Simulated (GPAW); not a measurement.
GPAW run on GaSb₃ (Fm-3m, 4 atoms in the cell): self-consistent single point.

Method of the run: LDA (Perdew-Wang 92), GPAW PAW datasets LDA (gpaw-data 1.0.1) (plane waves; GPAW).

```xyz
4
Lattice="0.0000 3.7306 3.7306 3.7306 0.0000 3.7306 3.7306 3.7306 0.0000" Properties=species:S:1:pos:R:3 pbc="T T T"
Ga     0.0000     0.0000     0.0000
Sb     1.8653     1.8653     1.8653
Sb     5.5959     5.5959     5.5959
Sb     3.7306     3.7306     3.7306
```

Reference input (self-consistent single point, DFT PBEsol, plane waves, GPAW PAW datasets PBEsol (made by gpaw-setup)): mode = pw; ecut = 600 eV; xc = PBEsol; kpts = 9 9 9; mesh shift (steps) = 0 0 0; occupations.name = methfessel-paxton; occupations.width = 0.136 eV; occupations.order = 0; nbands = -12; convergence.forces = 0.001 eV/Å; symmetry.symmorphic = false; symmetry.tolerance = 0.0005. This run's input differs from it in these lines:

```diff
@@ -15,3 +15,3 @@
 calc = GPAW(mode={'name': 'pw', 'ecut': 600},
-            xc='PBEsol',
+            xc='LDA',
             kpts=(9, 9, 9),
```

Its files differ too (potentials: GPAW PAW datasets LDA (gpaw-data 1.0.1)).

Output, abridged:

```
     iter     time        total  log10-change:
                         energy   eigst   dens  force
iter:   1 --:--:--   -17.936598
iter:   2 --:--:--   -18.052744   -0.38  -1.77
iter:   3 --:--:--   -18.050573   -1.86  -1.78
iter:   4 --:--:--   -18.036315c  -2.49  -1.88
iter:   5 --:--:--   -18.034015c  -3.70  -2.35
iter:   6 --:--:--   -18.033283c  -4.06  -2.45
iter:   7 --:--:--   -18.032529c  -5.13  -2.81
iter:   8 --:--:--   -18.032247c  -4.30  -3.08
iter:   9 --:--:--   -18.032005c  -5.38  -3.47
iter:  10 --:--:--   -18.031998c  -6.11  -3.72
iter:  11 --:--:--   -18.032007c  -5.98  -3.91
iter:  12 --:--:--   -18.031997c  -7.14  -4.08c
iter:  13 --:--:--   -18.031993c  -6.64  -4.19c
iter:  14 --:--:--   -18.031993c  -7.36  -4.13c
iter:  15 --:--:--   -18.031993c  -7.83c -4.42c
iter:  16 --:--:--   -18.031994c  -8.27c -4.45c -16.51c
Converged after 16 iterations.

Dipole moment: (-0.000000, -0.000000, -0.000000) |e|*Ang

Energy contributions relative to reference atoms: (reference = -581205.365021)

Kinetic:         -4.605607
Potential:       +2.822183
External:        +0.000000
XC:             -16.787887
Entropy (-ST):   -0.023033
Local:           +0.550834
SIC:             +0.000000
--------------------------
Free energy:    -18.043510
Extrapolated:   -18.031994

Showing only first 2 kpts
 Kpt  Band  Eigenvalues  Occupancy
  0    22      4.59127    2.00000
  0    23      4.59129    2.00000
  0    24      4.59129    2.00000
  0    25      6.28557    2.00000

  1    22      4.86059    2.00000
  1    23      5.42612    2.00000
  1    24      5.42612    2.00000
  1    25      6.51902    1.99978

Fermi level: 6.87400

No gap
No difference between direct/indirect transitions
Energy (eV): -18.031994

Forces in eV/Ang:
  0 Ga    0.00000   -0.00000   -0.00000
  1 Sb   -0.00000   -0.00000    0.00000
  2 Sb   -0.00000   -0.00000    0.00000
  3 Sb    0.00000    0.00000    0.00000

Stress tensor:
     0.027722    -0.000000    -0.000000
    -0.000000     0.027722     0.000000
    -0.000000     0.000000     0.027722
Stress (GPa, Voigt): [ 4.4416  4.4416  4.4416  0.     -0.     -0.    ]
```

The run converged in 16 iterations. GPAW prints stress with tension positive. Against the reference run the pressure goes from -3.31 to -4.44 GPa.

The starting cell comes from a database of computed structures (which also holds hypothetical and non-ambient phases and stackings), without a prior relaxation at this level. With a pressure of about -4 GPa the cell is away from its equilibrium volume at this level. The run gives no clean gap (levels at the Fermi energy touch, overlap or are partly filled at this smearing), which alone does not show that the compound is a metal.

Cost on one core of a shared machine: roughly 50 s.
